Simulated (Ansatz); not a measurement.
Output of an Ansatz run (abridged):

```
WARN ansatz: RAYON_NUM_THREADS=1 ignored (pool sized by the plan → 1); use --threads N
Pseudopotentials: kind: paw
Pseudopotential: Au, paw, valence charge 19
Crystal: 2 atoms, lattice volume = 34.985 Å³
Basis set: ecut = 420.4159175005146 eV, 685 PW (Γ)
Bands: 23, of which v1, the nominal top of the filled ones, is band 19 counted from 1 (18 counted from 0)
Symmetry: 8 space group operations
Space group: Cmcm (ITA 63), of the structure as read, at distance tolerance 3.3e-5 Å
k-points: 196 of 1183
PAW frozen core: Au, regenerated for the run's functional, and the local potential with it
Initial density: superposition of atomic densities (neutral atoms: chi_scale 0, normalization atom), corrected by the library's trained network
Initial wavefunctions: pseudopotential atomic-orbital guess
Eigensolver: davidson
Functional: x = slater, c = lda
SCF iter   1: F=—  HF=-25729.851987 eV  |F-HF|=—  |Δ(HF+E_count)|=         —  Δρ=8.55e-3  dr2=1.73e-2  ethr=1.77e-3  ⟨swp⟩=4.5  Hψ=16740  notcnv=0
all-band conjugate gradients solve this SCF's bands
preconditioner: auto → Kerker (q_TF=auto, 2.766 Å⁻¹)
SCF iter   2: F=—  HF=-25729.848514 eV  |F-HF|=—  |Δ(HF+E_count)|=   3.47e-3  Δρ=4.05e-3  dr2=3.16e-3  ethr=4.56e-5  ⟨swp⟩=2.0  Hψ=8098  notcnv=0
SCF iter   3: F=—  HF=-25729.847416 eV  |F-HF|=—  |Δ(HF+E_count)|=   1.10e-3  Δρ=6.94e-4  dr2=6.11e-5  ethr=8.31e-6  ⟨swp⟩=2.0  Hψ=5901  notcnv=0
SCF iter   4: F=—  HF=-25729.847415 eV  |F-HF|=—  |Δ(HF+E_count)|=   1.32e-6  Δρ=9.62e-5  dr2=1.53e-6  ethr=1.61e-7  ⟨swp⟩=2.2  Hψ=7402  notcnv=0
iter 5 did not close the SCF: its close was put off for the readings that it lacked (scf_convergence_deferred on its scf_iter line)
SCF iter   5: F=-25729.847415 eV  HF=-25729.847415 eV  |F-HF|=2.47e-8  |Δ(HF+E_count)|=   6.78e-8  Δρ=1.43e-5  dr2=6.62e-8  ethr=4.02e-9  ⟨swp⟩=2.6  Hψ=8429  notcnv=0
SCF iter   6: F=-25729.847415 eV  HF=-25729.847415 eV  |F-HF|=3.17e-10  |Δ(HF+E_count)|=   4.35e-9  Δρ=2.14e-6  dr2=1.34e-9  ethr=1.74e-10  ⟨swp⟩=2.4  Hψ=15690  notcnv=0
SCF 1 converged in 6 iterations: F = -25729.847415 eV  dr2 = 1.34e-9
SCF converged after 6 iterations
Free energy (F): -25729.847415 eV
Harris-Foulkes:  -25729.847415 eV  (|F-HF|=3.17e-10)
Internal energy: -25729.844298 eV  (E = F + TS)
E sigma→0 (E₀):  -25729.845857 eV
Entropy (-TS):   -0.003117 eV (-1.559 meV/atom)
Fermi energy:    19.396112 eV
--- Per-component energies (eV) ---
  E_band       = -452.047471
  E_kinetic    = 1208.722688
  E_local      = -3501.976704  (includes V_loc(G=0)·N_el)
  E_nonlocal   = 162.833071
  E_hartree    = 1480.832495
  E_xc         = -452.766404
  E_vxc        = -549.167008  (∫ρ·V_xc dr)
  E_paw        = -18846.833544  (= ΣΔE_a)
  E_vpaw       = -734.128070  (= ΣTr[D̂ρ^β])
  E_aug_tail   = 0.002583  (compensation charges beyond the density's cutoff)
  E_ewald      = -5781.703918
  E_core_change = 1.045435  (= ΣΔE_core)
  E_smearing   = -0.003117  (= −TS)
  E_closure    = -0.000000  (closes the sum)
  Σ components = -25729.847415   (vs F -25729.847415, Δ=0.00e0)
--- Forces (eV/Å), atoms counted from 1 ---
  atom   1  Au     0.00000000     0.01086773     0.00000000
  atom   2  Au     0.00000000    -0.01086773     0.00000000
  max |Σ_I F_I| component: 0.00e0 eV/Å
--- Stress (GPa, compression-positive) ---
       -6.125004       0.000000       0.000000
        0.000000     -10.371578       0.000000
        0.000000       0.000000      -9.198979
  P = ⅓ Tr σ = -8.5652 GPa (-85.652 kbar)
  The stress holds the Pulay correction. Without it, at fixed plane waves, as pw.x and ABINIT print it: P = -8.6047 GPa
--- Band table (eV; the first three rows and the last of 196) ---
  k-point 0: bands = ["-85.9679", "-85.9596", "-37.3662", "-37.2202", "-37.2131", "-37.1958", "-37.1926", "-37.1898", "9.8568", "12.2917", "14.7358", "14.7959", "15.1345", "15.3855", "15.6436", "16.0278", "16.2080", "17.3566", "17.4408", "18.3865", [...]
  k-point 1: bands = ["-85.9675", "-85.9600", "-37.3577", "-37.2191", "-37.2120", "-37.2012", "-37.1970", "-37.1909", "10.0186", "12.2747", "14.7035", "14.7730", "15.0883", "15.3448", "15.5983", "16.1350", "16.3263", "17.3256", "17.4128", "17.4184", [...]
  k-point 2: bands = ["-85.9663", "-85.9612", "-37.3338", "-37.2260", "-37.2152", "-37.2087", "-37.2004", "-37.1942", "10.4799", "12.1636", "14.6400", "14.7452", "14.9758", "15.2918", "15.4890", "15.9795", "16.4088", "16.5955", "17.2176", "17.3333", [...]
  k-point 195: bands = ["-85.9574", "-85.9566", "-37.3803", "-37.3744", "-37.2526", "-37.2399", "-37.2390", "-37.2320", "12.5779", "12.7644", "13.7068", "13.7903", "16.1220", "16.6100", "16.6637", "17.4821", "17.7293", "17.7653", "19.0422", [...]
```

The structure:

```
CELL_PARAMETERS angstrom
      1.40708    -2.54827     0.00000
      1.40708     2.54827     0.00000
      0.00000     0.00000     4.87849
ATOMIC_POSITIONS crystal
  Au 0.66533 0.33467 0.25000
  Au 0.33467 0.66533 0.75000
```

Reconstruct the input of this run.

Other spellings and defaults could give the same log, and not every line can be read from it. The input that was run (DFT, LDA (PW92), plane waves, default PAW files made with PBE):

Ansatz 0.2 input:
```yaml
crystal:
  lattice:
    - [1.407076, -2.548267, 0.000000]
    - [1.407076, 2.548267, 0.000000]
    - [0.000000, 0.000000, 4.878490]
  atoms:
    - { symbol: Au, position: [0.665330, 0.334670, 0.250000] }
    - { symbol: Au, position: [0.334670, 0.665330, 0.750000] }
basis:
  ecutwfc: 30.9 Ry
kpoints:
  mp_grid: { grid: [13, 13, 7] }
hamiltonian:
  xc: lda
  pseudopotentials: { kind: paw }
scf:
  occupations: { method: gaussian, width: 0.0073 Ry }
output:
  forces: true
  eigenvalues: true
  stress: true
```

The starting cell comes from a database of computed structures (which also holds hypothetical and non-ambient phases and stackings), without a prior relaxation at this level. Its lattice was rescaled by up to half a per cent. Spin-orbit coupling is off. With a pressure of about -9 GPa the cell is away from its equilibrium volume at this level. Ansatz's pressure includes its estimate of the finite-basis (Pulay) stress.

Ansatz is a program for electronic structure.
